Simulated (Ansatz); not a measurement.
**CrI3 with two functionals**

Start from CrI3 in the BiI3 type structure (space group R-3, No. 148; a = 6.8182 Å, c = 19.4777 Å (hexagonal axes); ferromagnetic; layered, stacked along the Cartesian z axis).

(Cell as relaxed with PBE-D3(BJ).)

Levels (all Ansatz, an electronic-structure program, PAW): PBE-D3(BJ) (420 eV, without spin-orbit coupling); r2SCAN+rVV10 (500 eV, no spin-orbit coupling).

Each level relaxes its own structure.

```csv
quantity,PBE-D3(BJ),r2SCAN+rVV10
volume per atom,32.67 Å³,…
lattice parameter a,6.818 Å,…
lattice parameter c,19.478 Å,…
band gap,1.08 eV,…
gap character,"indirect, k = (0.167, 0.167, -1/3) in the run's primitive reciprocal basis → T",…
magnetic state,ferromagnetic,…
largest site moment,2.92 μB,…
```

Task: What does r2SCAN+rVV10 give?

Result: 
- volume per atom, r2SCAN+rVV10: 34.11 Å³
- lattice parameter a, r2SCAN+rVV10: 6.892 Å
- lattice parameter c, r2SCAN+rVV10: 19.898 Å
- band gap, r2SCAN+rVV10: 1.32 eV
- gap character, r2SCAN+rVV10: indirect, Γ → T
- magnetic state, r2SCAN+rVV10: ferromagnetic
- largest site moment, r2SCAN+rVV10: 3.07 μB

PBE-D3(BJ)'s volume per atom lies 1.432 Å³ below r2SCAN+rVV10's (4.2 %); PBE-D3(BJ)'s lattice parameter a lies 0.074 Å below r2SCAN+rVV10's (1.1 %); PBE-D3(BJ)'s lattice parameter c lies 0.420 Å below r2SCAN+rVV10's (2.1 %); PBE-D3(BJ)'s band gap lies 0.24 eV below r2SCAN+rVV10's; they disagree on the gap character; PBE-D3(BJ)'s largest site moment lies 0.143 μB below r2SCAN+rVV10's; the two agree on the magnetic state. Neither level is exact; r2SCAN+rVV10 is the comparison here, not a measurement.

The magnetic state is the one reached from the starting moments; the real material's order can differ, and small cells can't hold many antiferromagnetic ones. With I present, leaving out spin-orbit coupling can change the band edges. Whether these cells are dynamically stable was not tested.
